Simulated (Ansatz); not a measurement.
The reference is ZnF$_{2}$ in the CdCl2 type structure (space group R-3m, No. 166; a = 3.1840 Å, c = 12.6505 Å (hexagonal axes); a hypothetical phase, not in the database extracts checked). Axes: x lies along a and z along c of the hexagonal cell.

Calculations: DFT with PBE-D3(BJ), PAW potentials and a 420 eV plane-wave cutoff in Ansatz (an electronic-structure program), no SOC.

Before the change:

```
Property                          Value
-----------------------------  --------
Shortest interatomic distance   2.074 Å
Pressure                       0.00 GPa
```

One thing is altered: compressive biaxial strain of 1.79 % in the plane normal to [001], as in epitaxy on a mismatched substrate; the out-of-plane cell vector and the atoms relax.

Estimate the effect on the shortest interatomic distance.

The shortest interatomic distance shrinks by 0.014 Å to 2.060 Å.

What does the calculation give for the out-of-plane strain after the change?

The out-of-plane strain is +3.04 %.

Predict the new pressure.

The pressure (mean of the normal stresses, compression positive) goes from zero to 1.92 GPa.

No phonon test of stability was made.
